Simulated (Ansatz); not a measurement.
Consider this model of amorphous Si$_{10}$Al$_{16}$O$_{44}$.

```
CELL_PARAMETERS angstrom
      9.96039     0.00000     0.00000
      0.00000     9.96039     0.00000
      0.00000     0.00000     9.96039
ATOMIC_POSITIONS crystal
  Si 0.57124 0.93897 0.10716
  Si 0.34542 0.07720 0.60358
  Si 0.04734 0.75092 0.38786
  Si 0.54316 0.58454 0.50384
  Si 0.67903 0.73063 0.72040
  Si 0.86650 0.17400 0.40596
  Si 0.52665 0.88318 0.40465
  Si 0.17815 0.11377 0.09910
  Si 0.00349 0.52401 0.05087
  Si 0.64278 0.23903 0.01547
  Al 0.08961 0.43409 0.74900
  Al 0.26234 0.60040 0.93043
  Al 0.66735 0.35995 0.31002
  Al 0.22978 0.98123 0.38217
  Al 0.88020 0.93233 0.18541
  Al 0.94930 0.23848 0.92216
  Al 0.31676 0.38098 0.52888
  Al 0.03956 0.06279 0.66871
  Al 0.25037 0.40252 0.17916
  Al 0.41877 0.87167 0.83194
  Al 0.36601 0.35311 0.94483
  Al 0.11845 0.85159 0.94534
  Al 0.08257 0.42569 0.40945
  Al 0.98308 0.75908 0.69472
  Al 0.83847 0.89695 0.49121
  Al 0.81057 0.73912 0.01861
  O  0.17909 0.82338 0.32761
  O  0.39771 0.97761 0.47137
  O  0.25792 0.44509 0.83105
  O  0.81036 0.81115 0.65069
  O  0.67240 0.93165 0.44699
  O  0.66104 0.60243 0.61868
  O  0.72141 0.86229 0.12315
  O  0.66093 0.34318 0.14112
  O  0.52231 0.29162 0.91727
  O  0.04327 0.90984 0.78105
  O  0.74182 0.69909 0.86641
  O  0.90427 0.06571 0.53736
  O  0.07934 0.44336 0.17187
  O  0.21810 0.97911 0.01788
  O  0.03840 0.59322 0.39443
  O  0.49776 0.87024 0.98550
  O  0.54059 0.81185 0.72069
  O  0.87499 0.07758 0.27546
  O  0.49479 0.72948 0.44050
  O  0.25982 0.39251 0.35408
  O  0.86269 0.58935 0.09292
  O  0.19928 0.09849 0.26038
  O  0.03115 0.60093 0.73328
  O  0.18368 0.05356 0.55284
  O  0.99645 0.41520 0.92160
  O  0.77834 0.21551 0.93052
  O  0.34700 0.49974 0.05979
  O  0.95514 0.85697 0.03974
  O  0.41501 0.51491 0.57131
  O  0.90442 0.81995 0.32751
  O  0.36549 0.01972 0.75027
  O  0.03093 0.21411 0.76289
  O  0.02830 0.15554 0.05393
  O  0.60226 0.50017 0.37799
  O  0.59696 0.09736 0.08874
  O  0.96785 0.29763 0.39903
  O  0.27625 0.25302 0.06969
  O  0.27722 0.76383 0.86536
  O  0.71588 0.23507 0.41781
  O  0.02417 0.82268 0.53509
  O  0.49067 0.91314 0.24786
  O  0.38826 0.22814 0.57519
  O  0.14597 0.40015 0.58077
  O  0.10690 0.64815 0.00350
```

Methods: PBE, scalar-relativistic without spin-orbit coupling (Ansatz, a program for electronic structure); r2SCAN, scalar-relativistic without spin-orbit coupling (Ansatz); HSE06, scalar-relativistic without spin-orbit coupling (Ansatz). Neutral PBE cell, which sets geometry, pressure and energy: sampling: a 2×2×2 Γ-centred mesh; Fermi-Dirac width 0.02 eV; no spin polarisation. Exact exchange is cut at the faces of this 10 Å cell, which leaves hybrid gaps a finite-size error.

Preparation: random packing, a CHGNet melt and quench, and a DFT relaxation. O atoms were pushed apart under 1.9 Å during the dynamics, to hinder bonds among them. The hot cell started wider than the set density and was brought back towards it in steps. It is the lowest in DFT energy of 2 quenches. It is a model cell: composition and starting density were chosen by hand, and all elements were melted together. No dispersion term was used. Its density started from a set value of 2.35 and ended at 2.38 g/cm³. Cooling (nominally 83 K/ps over its main leg) ran many orders faster than in experiment, which tends to leave more defects and strain. Values belong to this one cell and scatter from quench to quench. The volume was free in the relaxation, at fixed shape.

Problem. Give the pressure, the energy against reference phases and the spacing of the highest filled and lowest empty levels.

Solution. 
* **Pressure on a 2×2×2 Γ-centred mesh**: -0.06 GPa
* **Largest force and stress component on that mesh (the relaxation ran on the zone centre alone)**: 0.03 eV/Å and 1.3 GPa
* **Energy relative to corundum + alpha cristobalite (lowest mix at this level among the phases computed, not always the ambient ones)**: 0.149 eV/atom
* **Level gap on a 2×2×2 Γ-centred mesh (PBE)**: 3.91 eV
* **Level gap at the zone centre (PBE)**: 3.91 eV
* **Level gap at the zone centre (r2SCAN)**: 4.52 eV
* **Level gap at the zone centre (HSE06)**: 5.61 eV
* **Distance between the nearest levels spread over more than a fifth of the atoms or a third of the atoms of their main element (six at least) (PBE, zone centre)**: 4.19 eV

Problem. At PBE and the zone centre, how localised are the states just below and above the Fermi level (participation number: the atoms over which a state spreads)?

Solution. The highest filled state is spread over 2.9 atoms' worth, largest on O49, with weights by element (charge in smoothed Voronoi cells) O 0.95, Al 0.04, Si 0.01. The lowest empty state is spread over 56.8 atoms' worth, largest on Al12, with weights by element (charge in smoothed Voronoi cells) O 0.62, Al 0.31, Si 0.07.

At PBE the levels at the filled edge of the gap are localised (band-tail or defect states), and the nearest spread-out levels lie 4.2 eV apart at the zone centre.

Bonds are counted up to Si-Si 2.60 Å, Si-Al 2.55 Å, Si-O 1.94 Å, Al-Al 2.66 Å, Al-O 2.48 Å, O-O 1.58 Å. Two cations that share two anions don't count as bonded, nor two that share one unless they lie closer than Si-Si 2.38 Å, Si-Al 2.48 Å, Al-Al 2.59 Å.
